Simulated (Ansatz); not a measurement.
The parent structure is SrTiO$_{3}$ in the cubic perovskite structure (space group Pm-3m, No. 221).

```yaml
crystal:
  lattice:
    - [3.85418, 0.00000, 0.00000]
    - [0.00000, 3.85418, 0.00000]
    - [0.00000, 0.00000, 3.85418]
  atoms:
    - { symbol: Sr, position: [0.00000, 0.00000, 0.00000] }
    - { symbol: Ti, position: [0.50000, 0.50000, 0.50000] }
    - { symbol: O, position: [0.50000, 0.00000, 0.50000] }
    - { symbol: O, position: [0.00000, 0.50000, 0.50000] }
    - { symbol: O, position: [0.50000, 0.50000, 0.00000] }
```

Cartesian axes are those of the cell as printed.

Computed with LDA in Ansatz (plane waves to 420 eV, PAW, no spin-orbit coupling).

Base values:

* **Band gap**: 1.85 eV
* **Smallest direct gap**: 2.17 eV

The change: uniaxial strain ε_zz = +0.60 %, all other strain components held at zero, atoms relaxed at fixed cell.

### Question
What does the calculation give for the stress, band gap and smallest direct gap after the change?

### Answer
The stress (xx, yy, zz, yz, xz, xy; compression positive) is (-0.66, -0.66, -2.23, 0.00, 0.00, 0.00) GPa; the band gap decreases by 0.02 eV (1.85 eV → 1.83 eV); the smallest direct gap falls by 0.01 eV (2.17 eV → 2.16 eV).

Stability against distortions was not tested. All final runs are without spin polarisation. Many cubic perovskites are stable only at high temperature; tilts and polar distortions were not tested.

Ansatz is a quantum-chemistry and plane-wave program.
